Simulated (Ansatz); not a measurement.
System: cubic perovskite BaZrO₃. Method: PBE-D3(BJ) (PAW; Ansatz, an electronic-structure program).

The input as run:

Ansatz 0.2 input:
```yaml
crystal:
  lattice:
    - [4.2028930191, 0.0, 0.0]
    - [0.0, 4.2028930191, 0.0]
    - [0.0, 0.0, 4.2028930191]
  atoms:
    - { symbol: Ba, position: [0.0, 0.0, 0.0] }
    - { symbol: Zr, position: [0.5, 0.5, 0.5] }
    - { symbol: O, position: [0.5, 0.0, 0.5] }
    - { symbol: O, position: [0.0, 0.5, 0.5] }
    - { symbol: O, position: [0.5, 0.5, 0.0] }
basis:
  ecutwfc: 520
  ecutrho_ratio: 4
  xc_grid: 2
kpoints:
  mp_grid: { grid: [8, 8, 8] }
hamiltonian:
  xc: pbe
  dispersion: d3bj
  pseudopotentials: { kind: paw }
scf:
  occupations: { method: fermi_dirac, width: 0.01 }
  convergence: { dr2_threshold: 0.0000000005 }
output:
  forces: true
  stress: true
  eigenvalues: true
```

From the output:

```
Crystal: 5 atoms, lattice volume = 74.241 Å³
Basis set: ecut = 520 eV, 2007 PW (Γ), exchange–correlation on 64×64×64 points (8 copies of the dense FFT grid, shifted against one another)
Bands: 25, of which v1, the nominal top of the filled ones, is band 20 counted from 1 (19 counted from 0)
Symmetry: 48 space group operations
Space group: Pm-3m (ITA 221), of the structure as read, at distance tolerance 4.2e-5 Å
k-points: 35 of 512
Functional: x = pbe(κ = 0.804, μ = 0.2195149727645171), c = pbe(β = 0.06672455060314922)
SCF iter   1: F=—  HF=-11845.920023 eV  |F-HF|=—  |Δ(HF+E_count)|=         —  Δρ=1.01e-3  dr2=2.19e-4
SCF iter   2: F=—  HF=-11845.919989 eV  |F-HF|=—  |Δ(HF+E_count)|=   3.40e-5  Δρ=6.03e-4  dr2=1.22e-4
  ...
SCF iter   7: F=—  HF=-11845.919844 eV  |F-HF|=—  |Δ(HF+E_count)|=  1.71e-10  Δρ=9.37e-7  dr2=7.89e-10
SCF iter   8: F=-11845.919844 eV  HF=-11845.919844 eV  |F-HF|=2.36e-11  |Δ(HF+E_count)|=  5.09e-11  Δρ=1.96e-7  dr2=3.22e-11
SCF 1 converged in 8 iterations: F = -11845.919844 eV  dr2 = 3.22e-11
SCF converged after 8 iterations
Free energy (F): -11845.919844 eV
Internal energy: -11845.919844 eV  (E = F + TS)
E sigma→0 (E₀):  -11845.919844 eV
Fermi energy:    11.336753 eV
--- Forces (eV/Å), atoms counted from 1 ---
  atom   1  Ba    -0.00000000    -0.00000000    -0.00000000
  atom   2  Zr     0.00000000    -0.00000000    -0.00000000
  atom   3  O     -0.00000000    -0.00000000     0.00000000
  atom   4  O      0.00000000     0.00000000     0.00000000
  atom   5  O      0.00000000    -0.00000000     0.00000000
--- Stress (GPa, compression-positive) ---
        0.000983      -0.000000       0.000000
       -0.000000       0.000983       0.000000
        0.000000       0.000000       0.000983
  P = ⅓ Tr σ = 0.0010 GPa (0.010 kbar)
```

It cost around 6 core-seconds (rough) of CPU time.
